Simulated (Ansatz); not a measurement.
Consider HgS (space group P3_221, No. 154; a = 4.1387 Å, c = 9.4079 Å; made of chains). Axes: x lies along a and z along c of the hexagonal cell.

Perturbation: a pure shear with ε_xz = ε_zx = -0.0352; the atoms relax in the strained cell.

Levels (all Ansatz, a program for electronic structure, PAW): PBEsol (420 eV, spin-orbit coupling left out); PBEsol+SOC (420 eV, spin-orbit coupling included).

The geometry is relaxed with PBEsol.

- PBEsol smallest direct gap: 1.17 eV
- PBEsol band gap: 1.16 eV
- PBEsol width of the top valence band: 0.96 eV

Question: What does PBEsol+SOC give at this geometry for the smallest direct gap, band gap and width of the top valence band?

Answer: The smallest direct gap is still 1.17 eV; the band gap falls by 0.01 eV (1.16 eV → 1.15 eV); the width of the top valence band decreases by 0.02 eV, from 0.96 eV to 0.94 eV.

Single points use the geometry relaxed with PBEsol. Differences between runs with and without spin-orbit coupling are approximate. With Hg present, leaving out spin-orbit coupling can change the band edges. Stability against distortions was not tested. No dispersion term is included in the PBEsol runs.
